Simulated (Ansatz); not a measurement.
Given:

```
Cs2NaInH6
1.0
    0.00000     4.28694     4.28694
    4.28694     0.00000     4.28694
    4.28694     4.28694     0.00000
Cs Na In H
2 1 1 6
Direct
  0.25000   0.25000   0.25000
  0.75000   0.75000   0.75000
  0.50000   0.50000   0.50000
  0.00000   0.00000   0.00000
  0.22769   0.77231   0.77231
  0.77231   0.22769   0.22769
  0.77231   0.22769   0.77231
  0.22769   0.77231   0.22769
  0.77231   0.77231   0.22769
  0.22769   0.22769   0.77231
```

No spin polarisation.

Computed with PBEsol in Ansatz (plane waves to 420 eV, PAW, no spin-orbit coupling). Γ-centred 7×7×7 mesh, Fermi–Dirac width 0.05 eV.

Task: Predict the band gap, hole mass and smallest direct gap.

Result: 
```json
{
 "band_gap": "1.22 eV",
 "hole_mass": "1.4 mₑ along k, 0.63 mₑ across (at X)",
 "smallest_direct_gap": "1.74 eV"
}
```

Load acts through the strain it causes; cell and atoms are relaxed under it. Masses are band curvatures over ±0.01 Å⁻¹ around the edge. Along k means along the line from Γ to the band edge. Stability against distortions was not tested. The cell was made from Cs2NaInH6 (space group Fm-3m, No. 225; a cell from a computed database, its experimental status unchecked) by this change: pressure 1.5 GPa.

Ansatz is an electronic-structure program.
